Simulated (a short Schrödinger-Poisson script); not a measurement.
**Symmetric double-gate stack, SiO2 on p-type Si(110)**

Structure: symmetric double-gate stack, SiO2 on p-type Si(110), at 77 K.

```
layer  material  thickness (nm)  Na (cm⁻³)
-----  --------  --------------  ---------
1          SiO2             3.8          -
2            Si               6       2e17
3          SiO2             3.8          -
```

The device is made up for the run: typed textbook-type constants, with dimensions and the other settings drawn at random. SiO2: permittivity 3.9, conduction-band edge (eV) 3.15, gap (eV) 9, electron mass (mₑ) 0.5. Si: permittivity 11.7, conduction-band edge (eV) 0, gap (eV) 1.124, Nv at 300 K (cm⁻³) 3.1e19.

Channel valleys (confinement mass, in-plane density-of-states mass, number): Δ4 0.315, 0.324, 4; Δ2 0.19, 0.417, 2. At the gates, both at one voltage, the conduction-band edge of layer 1 lies 3.44 eV − eVg above the Fermi level of the channel. Gaps are held at their typed values at every temperature. Mesh 0.03 nm at interfaces.

Solved with a short Schrödinger-Poisson script written for these runs: 1D Poisson equation in equilibrium, electrons quantum, Hartree (BenDaniel-Duke, 12 states a valley, the channel's in-plane mass for all, wave functions free to enter the dielectric), parabolic valleys, classical holes, full ionisation, no traps, pinning or gate leakage.

```tsv
Vg (V)	electrons (cm⁻²)	C (μF/cm²)	Δ4 E0 (meV)	Δ4 E1 (meV)	Δ2 E0 (meV)	Δ2 E1 (meV)
0.3	2.73e10	0.482	32.8	117.5	47.1	175.3
0.45	1.25e12	1.50	6.5	87.3	20.5	144.6
0.6	2.69e12	1.55	0.3	76.9	14.0	133.6
0.75	4.15e12	1.57	-3.8	68.7	9.7	124.9
0.9	5.62e12	1.58	-7.0	61.6	6.4	117.2
1.05	7.10e12	1.59	-9.8	55.1	3.5	110.3
1.2	8.59e12	1.60	-12.2	49.2	1.0	103.9
1.35	1.01e13	1.60	-14.5	43.6	-1.3	98.0
1.5	1.16e13	1.61	-16.7	38.3	-3.4	92.3
1.65	1.31e13	1.62	-18.7	33.3	-5.4	87.1
1.8	1.46e13	1.62	-20.7	28.6	-7.3	82.1
1.95	1.62e13	1.63	-22.7	24.2	-9.0	77.3
2.1	1.77e13	1.64	-24.5	20.0	-10.7	72.9
2.25	1.92e13	1.64	-26.3	16.0	-12.3	68.7
2.4	2.08e13	1.65	-28.0	12.4	-13.7	64.9
2.55	2.23e13	1.66	-29.5	9.0	-15.0	61.3
2.7	2.39e13	1.66	-31.0	5.9	-16.2	58.1
```

Gate voltages with under 1e6 electrons/cm² are left out.

Subbands count from the Fermi level. The capacitance is that of both gates.
